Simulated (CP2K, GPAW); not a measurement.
A CP2K input for a self-consistent single point of HfIr3 (Pm-3m, 4 atoms in the cell) (DFT LDA (Pade form), GPW, DZVP-MOLOPT-SR-GTH basis, GTH-PADE potentials (GTH_POTENTIALS)):

```
&GLOBAL
  PROJECT run
  RUN_TYPE ENERGY_FORCE
  PRINT_LEVEL MEDIUM
&END GLOBAL
&FORCE_EVAL
  METHOD Quickstep
  STRESS_TENSOR ANALYTICAL
  &DFT
    BASIS_SET_FILE_NAME BASIS_MOLOPT
    POTENTIAL_FILE_NAME GTH_POTENTIALS
    &QS
      METHOD GPW
      EPS_DEFAULT 1E-10
    &END QS
    &MGRID
      CUTOFF 500
      REL_CUTOFF 50
      NGRIDS 5
    &END MGRID
    &SCF
      SCF_GUESS ATOMIC
      EPS_SCF 1E-6
      MAX_SCF 100
      ADDED_MOS 11
      &DIAGONALIZATION
        ALGORITHM STANDARD
      &END DIAGONALIZATION
      &MIXING
        METHOD BROYDEN_MIXING
        ALPHA 0.2
        NBUFFER 8
        BETA 1
      &END MIXING
      &SMEAR ON
        METHOD GAUSSIAN
        SIGMA [eV] 0.2
      &END SMEAR
    &END SCF
    &KPOINTS
      SCHEME MONKHORST-PACK 7 7 7
    &END KPOINTS
    &XC
      &XC_FUNCTIONAL PADE
      &END XC_FUNCTIONAL
    &END XC
    &PRINT
      &MO
        EIGENVALUES T
        OCCUPATION_NUMBERS T
        NDIGITS 8
        FILENAME mo
        &EACH
          QS_SCF 0
        &END EACH
        ADD_LAST NUMERIC
      &END MO
      &MULLIKEN ON
      &END MULLIKEN
    &END PRINT
  &END DFT
  &SUBSYS
    &CELL
      ABC 3.87090200 3.87090200 3.87090200
      ALPHA_BETA_GAMMA 90.00000000 90.00000000 90.00000000
      PERIODIC XYZ
    &END CELL
    &COORD
      SCALED
      Hf       0.00000000     0.00000000     0.00000000
      Ir       0.00000000     0.50000000     0.50000000
      Ir       0.50000000     0.00000000     0.50000000
      Ir       0.50000000     0.50000000     0.00000000
    &END COORD
    &KIND Hf
      BASIS_SET DZVP-MOLOPT-SR-GTH
      POTENTIAL GTH-PADE-q12
    &END KIND
    &KIND Ir
      BASIS_SET DZVP-MOLOPT-SR-GTH
      POTENTIAL GTH-PADE-q17
    &END KIND
  &END SUBSYS
  &PRINT
    &FORCES ON
    &END FORCES
    &STRESS_TENSOR ON
    &END STRESS_TENSOR
  &END PRINT
&END FORCE_EVAL
```

Translate this input to GPAW.

This is the input that was run; spellings and numerical settings could be chosen otherwise.

```python
from ase import Atoms
from ase.units import GPa
from gpaw import GPAW

atoms = Atoms(['Hf', 'Ir', 'Ir', 'Ir'],
              cell=[[3.870902, 0.000000, 0.000000],
                    [0.000000, 3.870902, 0.000000],
                    [0.000000, 0.000000, 3.870902]],
              scaled_positions=[[0.000000, 0.000000, 0.000000],
                                [0.000000, 0.500000, 0.500000],
                                [0.500000, 0.000000, 0.500000],
                                [0.500000, 0.500000, 0.000000]],
              pbc=True)

calc = GPAW(mode={'name': 'pw', 'ecut': 600},
            xc='LDA',
            kpts=(7, 7, 7),
            occupations={'name': 'methfessel-paxton', 'width': 0.2, 'order': 0},
            nbands=-10,
            convergence={'forces': 0.001},
            symmetry={'symmorphic': False, 'tolerance': 0.0005},
            maxiter=100,
            txt='-')

atoms.calc = calc

energy = atoms.get_potential_energy()
print('Energy (eV):', round(energy, 6))
forces = atoms.get_forces()
print('Forces (eV/Ang):')
print(forces.round(5))
stress = atoms.get_stress()
print('Stress (GPa, Voigt):', (stress / GPa).round(4))
```

Basis settings and potentials, where a program has them, do not carry over. This input uses DFT LDA (Perdew-Wang 92), plane waves, GPAW PAW datasets LDA (gpaw-data 1.0.1). LDA parametrisations can differ slightly between programs. Both were run: pressure -3.47 GPa in CP2K and 6.26 in GPAW.

On CP2K: the starting cell comes from a database of computed structures (which also holds hypothetical and non-ambient phases and stackings), without a prior relaxation at this level. Its lattice was rescaled by a random factor within 2.5 % of one. Spin polarisation is off. Values carry the incompleteness of an atom-centred basis. With a pressure of about -3 GPa the cell is away from its equilibrium volume at this level.

On GPAW: the starting cell comes from a database of computed structures (which also holds hypothetical and non-ambient phases and stackings), without a prior relaxation at this level. Its lattice was rescaled by a random factor within 2.5 % of one. Spin polarisation is off. With a pressure of about 6 GPa the cell is away from its equilibrium volume at this level.
